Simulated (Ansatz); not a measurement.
# A computed series for InPd2: response to strain

Consider InPd2 (space group Pnma, No. 62; a = 5.627 Å, b = 4.179 Å, c = 8.249 Å; a cell from a computed database, its experimental status unchecked). Axes: x, y, z lie along a, b, c of the conventional cell.

Strains are applied to the cell and any free atomic positions relax; under biaxial strain the out-of-plane vector relaxes too; under stress the whole cell relaxes.

Method: PBEsol (Ansatz, a program for electronic structure, PAW, no spin-orbit coupling).

Notes on the quantities. pressure: mean of the normal stresses, compression positive.

| case | pressure | shortest interatomic distance |
|---|---|---|
| base | 0.0 GPa | 2.704 Å |
| biaxial strain +1.39 %, plane normal [001], relaxed out of plane | -2.0 GPa | (withheld) |
| biaxial strain +2.64 %, plane normal [001], relaxed out of plane | -3.5 GPa | 2.661 Å |
| biaxial strain +3.39 %, plane normal [001], relaxed out of plane | -4.3 GPa | (withheld) |
| uniaxial stress, 0.5 GPa compression along z | – | 2.696 Å |

Question: Some entries are withheld; estimate them.

Answer: 
- biaxial strain +1.39 %, plane normal [001], relaxed out of plane, shortest interatomic distance: 2.679 Å
- biaxial strain +3.39 %, plane normal [001], relaxed out of plane, shortest interatomic distance: 2.651 Å

Without a gap, meshes like the base's 7×9×5 leave anisotropic stresses uncertain by several tenths of a GPa, and small strain energies with them. Stability under load was not tested beyond the relaxation. All final runs are without spin polarisation.
